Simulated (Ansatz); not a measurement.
# SiO2, pressure series

Start from SiO₂ in the rutile structure (space group P4_2/mnm, No. 136).

```
SiO2
1.0
    4.18475     0.00000     0.00000
    0.00000     4.18475     0.00000
    0.00000     0.00000     2.66845
Si O
2 4
Direct
  0.50000   0.50000   0.50000
  0.00000   0.00000   0.00000
  0.80610   0.80610   0.50000
  0.30610   0.69390   0.00000
  0.69390   0.30610   0.00000
  0.19390   0.19390   0.50000
```

Cell and atoms are relaxed at each pressure.

All numbers come from DFT with r2SCAN, PAW potentials and a 500 eV plane-wave cutoff in Ansatz (a quantum-chemistry and plane-wave program), without spin-orbit coupling, earlier PAW set.

| pressure (GPa) | volume per atom (Å³/atom) |
|---|---|
| -2 | 7.841 |
| -1 | 7.814 |
| 0 | 7.788 |
| 3 | 7.713 |
| 7 | 7.620 |
| 15 | 7.452 |
| 30 | ? |
| 50 | 6.891 |
| 75 | 6.593 |

Fit the third-order Birch–Murnaghan form P(V) = (3B₀/2)[(V₀/V)^(7/3) − (V₀/V)^(5/3)]·[1 + (3/4)(B₀′ − 4)((V₀/V)^(2/3) − 1)] (squares taken in P) to the rows shown and predict the withheld row.

Least squares on the printed values gives V₀ = 7.788 Å³/atom, B₀ = 310 GPa, B₀′ = 4.5; this predicts 7.183 Å³/atom, and the run gives 7.184 Å³/atom, in agreement.

Measured bulk modulus of SiO2: 309.9 GPa (room temperature; as listed in arXiv:1001.2066); the computed value is for a static lattice, so the two differ by thermal effects too.

Load acts through the strain it causes; cell and atoms are relaxed under it. Stability against distortions was not tested. No other phases were tried under pressure.
